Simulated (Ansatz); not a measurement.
## GaP: response to strain

Start from GaP in the zinc blende structure (space group F-43m, No. 216; a = 5.451 Å). Axes: x, y, z lie along the cube axes.

Strains are applied to the cell and any free atomic positions relax; under biaxial strain the out-of-plane vector relaxes too.

The values are results of Ansatz (a program for electronic structure), r2SCAN, PAW, cutoff 500 eV, spin-orbit coupling left out, not measurements.

Notes on the quantities. pressure: mean of the normal stresses, compression positive; energy relative to the base: free energy F.

| variant | pressure | energy relative to the base | out-of-plane strain | smallest direct gap |
|---|---|---|---|---|
| base | 0.00 GPa | 0 meV/atom | – | 2.36 eV |
| biaxial strain −3.00 %, plane normal [001], relaxed out of plane | 3.36 GPa | +18 meV/atom | +2.51 % | 2.53 eV |
| biaxial strain −2.50 %, plane normal [001], relaxed out of plane | 2.75 GPa | +13 meV/atom | +2.10 % | 2.51 eV |
| biaxial strain −2.00 %, plane normal [001], relaxed out of plane | 2.17 GPa | +8.0 meV/atom | +1.68 % | 2.48 eV |
| biaxial strain −1.50 %, plane normal [001], relaxed out of plane | … | +4.5 meV/atom | +1.27 % | 2.45 eV |
| biaxial strain −1.00 %, plane normal [001], relaxed out of plane | … | +2.0 meV/atom | +0.85 % | 2.42 eV |
| biaxial strain −0.50 %, plane normal [001], relaxed out of plane | 0.52 GPa | +0.5 meV/atom | +0.43 % | … |

**Question.** Fill in the withheld entries from the trend.

**Answer.** 
- biaxial strain −1.50 %, plane normal [001], relaxed out of plane, pressure: 1.60 GPa
- biaxial strain −1.00 %, plane normal [001], relaxed out of plane, pressure: 1.05 GPa
- biaxial strain −0.50 %, plane normal [001], relaxed out of plane, smallest direct gap: 2.39 eV

No phonon test of stability was made.
